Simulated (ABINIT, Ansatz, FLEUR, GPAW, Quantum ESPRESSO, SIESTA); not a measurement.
Hf5Sc (P-62m, 6 atoms in the cell) computed with different codes at matched settings

Self-consistent single point.

```
Hf5Sc
1.0
    5.56147     0.00000     0.00000
   -2.78073     4.81637     0.00000
    0.00000     0.00000     5.02450
Hf Sc
5 1
Direct
  0.66053   0.00000   0.00000
  0.33947   0.33947   0.00000
  0.00000   0.66053   0.00000
  0.33333   0.66667   0.50000
  0.66667   0.33333   0.50000
  0.00000   0.00000   0.50000
```

All programs got the same cell, k-point mesh and kind of occupations (in Ansatz's words: kpoints.mp_grid.grid = 5 5 5; scf.occupations.method = gaussian; scf.occupations.width = 0.1 eV); potentials, basis and cutoffs are each program's usual ones.

```csv
code,model,pressure (GPa),largest force (eV/Å),k-points,cutoff
FLEUR,"PBEsol, all-electron FLAPW (FLEUR), scalar-relativistic valence",–,0.024,15,Kmax 3.8 1/bohr
Ansatz,"PBEsol, PAW files made with PBE",-3.09,0.026,15,420 eV
SIESTA,"GGA PBEsol, numerical atomic orbitals TZP, PseudoDojo PBEsol standard norm-conserving potentials (rewritten from UPF to PSML)",-5.66,0.022,63,grid 400 Ry
Quantum ESPRESSO,"PBEsol, SSSP 1.1.2 efficiency (PBE) pseudopotentials",-2.54,0.013,15,60 Ry
ABINIT,"PBEsol, norm-conserving pseudopotentials (PseudoDojo nc-sr-04 PBEsol standard)",-2.76,0.016,15,39 Ha
GPAW,"PBEsol, GPAW PAW datasets PBEsol (made by gpaw-setup)",-2.73,0.010,15,800 eV
```

A dash marks a value that a program does not give, or that is left out as unsure.

The spread over the programs that give each value: pressure within 3.12 GPa; largest force within 0.016 eV/Å.

The starting cell comes from a database of computed structures (which also holds hypothetical and non-ambient phases and stackings), without a prior relaxation at this level. On Ansatz's run: Spin-orbit coupling is off. In the base run, with a pressure of about -3 GPa the cell is away from its equilibrium volume at this level.

### Question
Why do the programs differ, and what cannot be compared?

### Answer
Differences of this kind can come from the potentials, where these differ, and from what each basis and cutoff leave unconverged. The valence holds different numbers of electrons (FLEUR 141, Ansatz (a quantum-chemistry and plane-wave program) 141, SIESTA 71, Quantum ESPRESSO 71, ABINIT 71, GPAW 71). The zero of total energies and Fermi levels follows the potentials and each program's conventions, so they are not compared here. SIESTA uses small atom-centred bases, whose incompleteness enters pressures, forces and empty levels differently from a plane-wave cutoff. FLEUR treats all electrons, but the usual bases taken here (sphere radii, linearisation, local orbitals, empty states) were not tested for convergence, so the values are no reference for the others. Ansatz's pressure is given at a fixed set of plane waves, as the other plane-wave codes print theirs; with its correction for the finite basis it is -3.05 GPa. The programs reduce the same mesh by symmetry to different extents, which changes the work and not the result. In the pressure, SIESTA (by 2.92) lies more than 1 GPa from the median of the plane-wave programs.

Left out of this page: Elk (not drawn, or without a comparable value).

Keys are those of Ansatz 0.2.
